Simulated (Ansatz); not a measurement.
The starting structures come from a database of crystals and need not be the phases stable at ambient conditions.

# Evanescent states of KNaLaNbO₅ (P4/nmm, not sure to be the ambient phase, 18 atoms a cell, 16.0 Å³ an atom, -4 GPa at this level) along the normal of (110)

Computed with r2SCAN (plane waves, PAW; Ansatz, a program for electronic structure).

The gap is the functional's own, uncorrected, and κ follows it; spin-orbit coupling is left out. Mid-gap values are interpolated between the computed energies.

Energies count from the valence-band top; κ is the least over a 4×4 mesh across the current.

```
E (eV)  κ (1/Å)  where
------  -------  -----
0.10      0.175  off Γ
0.28      0.286  off Γ
0.47      0.354  off Γ
0.67      0.402  off Γ
0.85      0.436      Γ
1.04        ___      Γ
1.24        ___      Γ
1.43        ___      Γ
1.61        ___      Γ
1.80        ___      Γ
2.00        ___      Γ
2.19        ___      Γ
2.38        ___      Γ
2.56        ___      Γ
2.75        ___      Γ
2.94        ___  off Γ
3.13      0.404  off Γ
3.33      0.365  off Γ
3.52      0.317  off Γ
3.71      0.256  off Γ
3.90      0.168  off Γ
```

Complete the blanks.


- 1.04, κ (1/Å): 0.455
- 1.24, κ (1/Å): 0.469
- 1.43, κ (1/Å): 0.480
- 1.61, κ (1/Å): 0.487
- 1.80, κ (1/Å): 0.491
- 2.00, κ (1/Å): 0.492
- 2.19, κ (1/Å): 0.490
- 2.38, κ (1/Å): 0.485
- 2.56, κ (1/Å): 0.477
- 2.75, κ (1/Å): 0.466
- 2.94, κ (1/Å): 0.438
